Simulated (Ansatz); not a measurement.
System: AlN (model structure, Fm-3m, No. 225, 6 atoms in the cell; like a known high-pressure phase). Method: r²SCAN in Ansatz (plane waves, PAW).

Settings: plane-wave cutoff 560 eV, 12×12×6 k mesh (along the axes of the cell as run), Fermi–Dirac smearing 0.01 eV, scalar-relativistic PAW data made under PBE.

Cell (relaxed at this level):

```cif
data_Al3N3
_chemical_formula_sum 'Al3 N3'
_space_group_name_H-M_alt 'P 1'
_space_group_IT_number 1
_cell_length_a 2.85510
_cell_length_b 2.85510
_cell_length_c 6.99355
_cell_angle_alpha 90.000
_cell_angle_beta 90.000
_cell_angle_gamma 120.000
loop_
_space_group_symop_operation_xyz
  'x, y, z'
loop_
_atom_site_label
_atom_site_type_symbol
_atom_site_fract_x
_atom_site_fract_y
_atom_site_fract_z
_atom_site_occupancy
Al1 Al 0.66666 0.00000 0.66667 1
Al2 Al 0.00000 0.66666 0.33333 1
Al3 Al 0.33334 0.33334 0.00000 1
N1 N 0.66667 0.00000 0.16667 1
N2 N 0.00000 0.66667 0.83333 1
N3 N 0.33333 0.33333 0.50000 1
```

### Question
What does this level give for the band gap and bulk modulus?

### Answer

* **band gap**: 5.52 eV (on the SCF k mesh)
* **bulk modulus**: 276 GPa

Note: the bulk modulus is −V dP/dV from two relaxed cells at ±2 % in volume.

Static lattice: no zero-point or thermal effects.

A model structure was made by putting elements into a prototype or built by hand; it is no filed structure, need not be a known phase, and can be a saddle point held by its symmetry.

Ansatz is a first-principles code.
